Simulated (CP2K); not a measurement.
A self-consistent single point of CaC2 (P1, 6 atoms in the cell) with CP2K.

Computed with LDA (Pade form), GPW, DZVP-MOLOPT-SR-GTH basis, GTH-PADE potentials (GTH_POTENTIALS) in CP2K 2026.2.

The change in words: atoms moved at random. Reference geometry:
```
CaC2
1.0
    3.87625     0.00000     0.00000
    1.84964     3.53935     0.00000
    0.41179     1.00694     7.21993
Ca C
2 4
Direct
  0.22555   0.98060   0.75247
  0.77445   0.01940   0.24753
  0.13145   0.40051   0.06016
  0.86855   0.59949   0.93984
  0.44816   0.63441   0.43396
  0.55184   0.36559   0.56604
```

Reference input (self-consistent single point, DFT LDA (Pade form), GPW, DZVP-MOLOPT-SR-GTH basis, GTH-PADE potentials (GTH_POTENTIALS)): CUTOFF = 500 Ry; REL_CUTOFF = 40 Ry; KPOINTS/SCHEME = MACDONALD 7 6 3 0 0.08333333333 0; XC_FUNCTIONAL = PADE; Ca/BASIS_SET = DZVP-MOLOPT-SR-GTH; Ca/POTENTIAL = GTH-PADE-q10; C/BASIS_SET = DZVP-MOLOPT-SR-GTH; C/POTENTIAL = GTH-PADE-q4; METHOD = GPW; EPS_DEFAULT = 1e-11; NGRIDS = 5; SCF_GUESS = ATOMIC. This run's input differs from it in these lines:

```diff
@@ -63,8 +63,8 @@
     &COORD
-      Ca       2.99790337     4.22837980     5.43278298
-      Ca       3.13977163     0.31791220     1.78715002
-      C        1.27510542     1.47812202     0.43435117
-      C        4.86256958     3.06816998     6.78558183
-      C        3.08930867     2.68237118     3.13316212
-      C        3.04836633     1.86392082     4.08677088
+      Ca       2.98821897     4.29845058     5.50109077
+      Ca       3.09069991     0.28843991     1.81115629
+      C        1.26912216     1.43278852     0.43012751
+      C        4.90288632     3.09021676     6.84387557
+      C        3.11221105     2.68440769     3.09431889
+      C        3.04988619     1.84457152     3.97922275
     &END COORD
```

Output (repeated stretches shortened):

```
 SCF WAVEFUNCTION OPTIMIZATION

  Step     Update method      Time    Convergence         Total energy    Change
     1 NoMix/Diag. 0.30E+00      -     1.88231073       -96.0202113650 -9.60E+01
     2 Broy./Diag. 0.30E+00      -     0.04584084       -95.0777165992  9.42E-01
     3 Broy./Diag. 0.30E+00      -     0.02910635       -95.8953940347 -8.18E-01
     4 Broy./Diag. 0.30E+00      -     0.01063799       -96.2782322085 -3.83E-01
     5 Broy./Diag. 0.30E+00      -     0.00128635       -96.2780229628  2.09E-04
     6 Broy./Diag. 0.30E+00      -     0.00169716       -96.2624029674  1.56E-02
   [... 2 lines left out ...]
     9 Broy./Diag. 0.30E+00      -     0.00001647       -96.2511603436 -1.60E-04
    10 Broy./Diag. 0.30E+00      -     0.00000984       -96.2514314317 -2.71E-04
    11 Broy./Diag. 0.30E+00      -     0.00000413       -96.2515386389 -1.07E-04
    12 Broy./Diag. 0.30E+00      -     0.00000021       -96.2515669668 -2.83E-05
  *** SCF run converged in    12 steps ***

  Overlap energy of the core charge distribution:               0.00003851648072
  Self energy of the core charge distribution:               -196.41998977090037
  Core Hamiltonian energy:                                     49.63925827074456
  Hartree energy:                                              67.36858778920508
  Exchange-correlation energy:                                -16.83946177229057

  Total energy:                                               -96.25156696676059

 ENERGY| Total FORCE_EVAL ( QS ) energy [hartree]            -96.251560756360405

 FORCES| Atomic forces [hartree/bohr]
 FORCES|   Atom     x               y               z               |f|
 FORCES|      1  4.49515721E-03 -4.04956097E-03 -7.28725491E-03   9.47150814E-03
   [... lines left out ...]

 STRESS| Analytical stress tensor [bar]
 STRESS|                        x                   y                   z
 STRESS|      x       -4.66667609246E+04  -7.71031529617E+03   6.68177776067E+03
 STRESS|      y       -7.71031529617E+03  -7.40399086874E+03  -4.00930333482E+04
 STRESS|      z        6.68177776067E+03  -4.00930333482E+04  -9.75943997029E+03
 STRESS| 1/3 Trace                                            -2.12767305879E+04
```

The run converged in 12 iterations. Against the reference run the free energy goes up by 24.8 meV/atom, the pressure goes from -5.87 to -2.13 GPa, the largest force goes from 0.268 to 3.111 eV/Å and the gap on the mesh goes from 2.356 to 2.441 eV.

The starting cell comes from a database of computed structures (which also holds hypothetical and non-ambient phases and stackings), without a prior relaxation at this level. Its lattice was rescaled by a random factor within 2.5 % of one. For this run, on top of that: atoms moved at random. Values carry the incompleteness of an atom-centred basis. Forces in this geometry exceed 1 eV/Å.
